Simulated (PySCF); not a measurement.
PySCF 2.14.0, CCSD(T) (frozen core)/cc-pvdz: a series of growing systems, each on 32 threads, 1 BLAS thread, integrals held in memory.

task: ccsd(t)
method: hf
basis: cc-pvdz
two-electron scheme: exact four-centre integrals
frozen core: true
mol.max_memory: 64000 MB
mf.init_guess: minao (default)
mf.DIIS: CDIIS (default)
mf.diis_space: 8 (default)
mf.conv_tol: 1e-09 (default)

Hardware: AMD EPYC (Zen 5), 96 cores on 1 socket, no SMT, 12 L3 cache groups.

Wall times, medians of two to five repeats, each run alone on the node (launch to exit). Processes are pinned to neighbouring cores unless said otherwise. The times hold for this build (conda-forge: OpenMP (GNU), OpenBLAS with its own threads, libcint, Libxc). Scratch files lie in a memory file system.

Measured:

| system | basis functions | Fock builds (products with the orbital Hessian counted alike) | wall time | peak memory |
|---|---|---|---|---|
| cluster of 2 water molecules, 6 atoms | 48 | 10 | 1.16 s | 0.19 GiB |
| cluster of 3 water molecules, 9 atoms | 72 | 11 | 1.78 s | 0.35 GiB |
| cluster of 4 water molecules, 12 atoms | 96 | 11 | 3.36 s | 0.78 GiB |

Still to run:

```json
[
 {"system": "cluster of 5 water molecules, 15 atoms", "basis functions": "120"},
 {"system": "cluster of 6 water molecules, 18 atoms", "basis functions": "144"}
]
```

### Question
How long do the larger ones take, and how steeply does the time grow?

### Answer
The two largest measured give a power of ln(3.36/1.78) / ln(12/9) = 2.21 in the count of atoms; the table sets what it predicts beside the runs.

| system | time by that power | Fock builds (products with the orbital Hessian counted alike) | wall time | peak memory |
|---|---|---|---|---|
| cluster of 5 water molecules, 15 atoms | 5.5 s | 11 | 7.02 s | 1.6 GiB |
| cluster of 6 water molecules, 18 atoms | 8.2 s | 11 | 16.1 s | 3.0 GiB |

From the smallest system to the largest the time grows as the power 2.4 of the count of atoms; from step to step the powers are 1.1, 2.2, 3.3, 4.6. In the smallest, launch, exit and the like take 0.71 s of the 1.2 s. The largest part is start and exit outside the program's clock (61 %) in the smallest system and CCSD iterations and the steps ahead of them (64 %) in the largest.
